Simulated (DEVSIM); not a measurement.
System: abrupt GaAs n-p junction, at 250 K.

```
layer (left to right)  material  thickness (μm)  Nd (cm⁻³)  Na (cm⁻³)  τn (s)  τp (s)
---------------------  --------  --------------  ---------  ---------  ------  ------
1                          GaAs           0.870       1e16          -  3.6e-9  3.6e-9
2                          GaAs            36.0          -     6.2e15  3.6e-9  3.6e-9
```

Left contact: ohmic. Right contact: ohmic. Voltage is applied to the left contact. Recombination: SRH at mid-gap, radiative, Auger. Mobility is μmin + (μ − μmin)/(1 + (N/Nref)^α).

Constants are typed, rounded textbook-type inputs, not results; the design itself was drawn at random and stands for no fabricated device. Values at 300 K; Nc and Nv go as T^1.5, mobilities as T to minus their exponent, the gap by Varshni's rule with the affinity fixed.

| parameter | GaAs |
|---|---|
| gap (eV) | 1.424 |
| affinity (eV) | 4.07 |
| permittivity | 12.9 |
| Nc (cm⁻³) | 4.7e17 |
| Nv (cm⁻³) | 9e18 |
| μn (cm²/Vs) | 8500 |
| μp (cm²/Vs) | 400 |
| μn,min | 500 |
| μp,min | 20 |
| Nref,n | 6e16 |
| Nref,p | 1.5e17 |
| αn | 0.39 |
| αp | 0.38 |
| T exponent of μn | 2.1 |
| T exponent of μp | 2.2 |
| B (cm³/s) | 2e-10 |
| Cn (cm⁶/s) | 1e-30 |
| Cp (cm⁶/s) | 1e-30 |
| Varshni α (eV/K) | 0.000541 |
| Varshni β (K) | 204 |

DEVSIM, 1D drift-diffusion, Boltzmann statistics, complete ionisation; no tunnelling, impact ionisation, image-force lowering or self-heating.

The doping Nd of layer 1 was swept, all else fixed.

```tsv
doping Nd of layer 1 (cm^-3)	largest field in the device at zero bias (V/cm)	dark forward voltage at 1 A/cm² (V)	potential step across the device at zero bias (V)	dark forward voltage at 100 A/cm² (V)
3e14	…	…	1.143	…
1e15	17000	1.058	1.169	1.611
3e15	26000	1.079	1.192	1.572
1e16	36000	1.090	1.218	1.539
3e16	42000	1.094	1.242	1.522
1e17	45000	1.095	1.268	1.515
```

**Question.** Fill in the missing entries.

**Answer.** 
- 3e14, largest field in the device at zero bias (V/cm): 14000
- 3e14, dark forward voltage at 1 A/cm² (V): 1.028
- 3e14, dark forward voltage at 100 A/cm² (V): 1.650
